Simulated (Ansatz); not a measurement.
Take PbSe in the rock salt structure (space group Fm-3m, No. 225; a = 6.1777 Å) as the base. Axes: x, y, z lie along the cube axes.

Computed with r2SCAN (Ansatz, an electronic-structure program; PAW; 500 eV plane waves; no spin-orbit coupling), earlier PAW set.

For the base:

The shortest interatomic distance is 308.9 pm and the band gap is 0.67 eV. The pressure is -0.01 GPa.

It is then changed as follows: biaxial strain +1.26 %, plane normal [001], relaxed out of plane (Cartesian); in-plane vectors clamped, the third vector and the atoms free.

Q: Predict the new shortest interatomic distance.

A: The shortest interatomic distance decreases by 0.8 pm, from 308.9 pm to 308.1 pm.

Q: Predict the new out-of-plane strain.

A: The out-of-plane strain amounts to -0.27 %.

Q: Predict the new band gap.

A: The band gap increases by 0.063 eV, from 0.67 eV to 0.74 eV.

Q: Estimate the effect on the pressure.

A: The pressure (mean of the normal stresses, compression positive) falls by 1.06 GPa to -1.07 GPa.

With Pb present, leaving out spin-orbit coupling can change the band edges. Whether these cells are dynamically stable was not tested.
